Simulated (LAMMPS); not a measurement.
Simulation of Al (fcc), 4000 atoms, at 560 K and 2 GPa, heated as the crystal.

Computed with classical MD, pair style eam/alloy, file NiAlH_jea.eam.alloy, run in LAMMPS.

Starting crystal:

```cif
data_Al4
_chemical_formula_sum 'Al4'
_space_group_name_H-M_alt 'Fm-3m'
_space_group_IT_number 225
_space_group_name_Hall '-F 4 2 3'
_cell_length_a 4.05000
_cell_length_b 4.05000
_cell_length_c 4.05000
_cell_angle_alpha 90.000
_cell_angle_beta 90.000
_cell_angle_gamma 90.000
loop_
_atom_site_label
_atom_site_type_symbol
_atom_site_symmetry_multiplicity
_atom_site_Wyckoff_symbol
_atom_site_fract_x
_atom_site_fract_y
_atom_site_fract_z
_atom_site_occupancy
Al1 Al 4 a 0.00000 0.00000 0.00000 1
```

Question: Estimate the state found, the most common Al-Al-Al angle, the density for this model.

Answer: state found: crystal; no diffusion seen in 30 ps; most common Al-Al-Al angle: at the 3° bin centred on 58.5°, after smoothing over three bins (mean of all 97°); density: 2.5242 ± 0.0007 g/cm³.

Caution: the potential EAM-type NiAlH_jea.eam.alloy is made for Ni, Ni3Al and hydrogen in them. Caution: a run this short can hold a crystal over, or a liquid under, the potential's own melting point, which these runs don't give.
